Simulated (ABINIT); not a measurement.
Band structure of KAlH3 (Pm-3m, 5 atoms in the cell).

```
KAlH3
1.0
    3.98168     0.00000     0.00000
    0.00000     3.98168     0.00000
    0.00000     0.00000     3.98168
K Al H
1 1 3
Direct
  0.50000   0.50000   0.50000
  0.00000   0.00000   0.00000
  0.00000   0.50000   0.00000
  0.50000   0.00000   0.00000
  0.00000   0.00000   0.50000
```

Level of theory: LDA (PW92), PAW (JTH v2.0 LDA PAW) (plane waves; ABINIT).

Settings: pseudos = [K.LDA_PW-JTH.xml, Al.LDA_PW-JTH.xml, H.LDA_PW-JTH.xml]; ecut = 816 eV; pawecutdg = 1633 eV; pawxcdev = 0; ixc = 7; occopt = 3; tsmear = 0.1 eV; ngkpt = 8 8 8; nshiftk = 1; shiftk = 0 0 0; potentials = JTH v2.0 LDA PAW; kptopt = 1; nstep = 100.

The starting cell comes from a database of computed structures (which also holds hypothetical and non-ambient phases and stackings), without a prior relaxation at this level.

Levels in eV from the Fermi level, bands 4 to 11:
| point | 4 | 5 | 6 | 7 | 8 | 9 | 10 | 11 |
|---|---|---|---|---|---|---|---|---|
| Γ | -14.91 | -9.52 | -3.42 | -3.42 | 1.27 | 1.27 | 1.27 | 5.19 |
| X | -14.89 | -7.91 | -6.22 | -2.95 | 1.13 | 1.13 | 2.99 | 3.60 |
| M | -14.86 | -7.06 | -5.38 | -5.38 | 0.57 | 1.25 | 2.67 | 3.85 |
| R | -15.07 | -5.57 | -5.57 | -5.57 | -3.75 | 2.65 | 2.65 | 2.65 |

Bands cross the Fermi level along this path, so the cell is metallic at this level.
